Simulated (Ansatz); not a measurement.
Bond-angle distributions (per cent of the angles at each element, bins of 10°) of a relaxed model of amorphous In9Ga9Zn9O38Ti at 5.70 g/cm³. These are PBE, scalar-relativistic without spin-orbit coupling (plane waves to 420 eV, PAW; Ansatz, a quantum-chemistry and plane-wave program) values and carry that method's errors.

It comes from a melt-quench run on a machine-learned potential (CHGNet), relaxed afterwards by DFT. O atoms were pushed apart under 1.9 Å during the dynamics, to hinder bonds among them. The hot cell started wider than the set density and was brought back towards it in steps. It is the lowest in DFT energy of 2 quenches. It is a model cell: composition and starting density were chosen by hand, and all elements were melted together. No dispersion term was used. Its density started from a set value of 5.79 and ended at 5.70 g/cm³. The quench (nominally 210 K/ps over its main leg) was far faster than any real one, so the model tends to hold more defects than a real film. One small periodic cell is one sample of the glass; other quenches scatter about these values. Volume and shape were free in the relaxation.

Neighbours within In-In 3.12 Å, In-Ga 2.90 Å, In-Zn 2.90 Å, In-O 2.68 Å, In-Ti 3.12 Å, Ga-Ga 2.68 Å, Ga-Zn 2.68 Å, Ga-O 2.48 Å, Ga-Ti 2.90 Å, Zn-Zn 2.68 Å, Zn-O 2.60 Å, Zn-Ti 2.90 Å, O-O 1.58 Å, O-Ti 2.49 Å, Ti-Ti 3.12 Å count as bonded. Two cations that share two anions don't count as bonded, nor two that share one unless they lie closer than In-In 3.04 Å, In-Ga 2.82 Å, In-Zn 2.82 Å, In-Ti 3.04 Å, Ga-Ga 2.61 Å, Ga-Zn 2.61 Å, Ga-Ti 2.82 Å, Zn-Zn 2.61 Å, Zn-Ti 2.82 Å, Ti-Ti 3.04 Å.

```json
[
 {"angle (°)": "50-60", "at In": "0", "at Ga": "0", "at Zn": "0"},
 {"angle (°)": "60-70", "at In": "3", "at Ga": "0", "at Zn": "0"},
 {"angle (°)": "70-80", "at In": "20", "at Ga": "9", "at Zn": "9"},
 {"angle (°)": "80-90", "at In": "17", "at Ga": "17", "at Zn": "23"},
 {"angle (°)": "90-100", "at In": "15", "at Ga": "21", "at Zn": "18"},
 {"angle (°)": "100-110", "at In": "13", "at Ga": "14", "at Zn": "18"},
 {"angle (°)": "110-120", "at In": "9", "at Ga": "15", "at Zn": "9"},
 {"angle (°)": "120-130", "at In": "5", "at Ga": "13", "at Zn": "8"},
 {"angle (°)": "130-140", "at In": "3", "at Ga": "3", "at Zn": "3"},
 {"angle (°)": "140-150", "at In": "3", "at Ga": "0", "at Zn": "4"},
 {"angle (°)": "150-160", "at In": "8", "at Ga": "5", "at Zn": "0"},
 {"angle (°)": "160-170", "at In": "5", "at Ga": "1", "at Zn": "1"},
 {"angle (°)": "170-180", "at In": "1", "at Ga": "3", "at Zn": "9"}
]
```

They go with these counts of neighbours within the cut-offs, cation contacts included: In mean 5.4, most often 5; Ga mean 4.7, most often 5; Zn mean 4.7, most often 4.
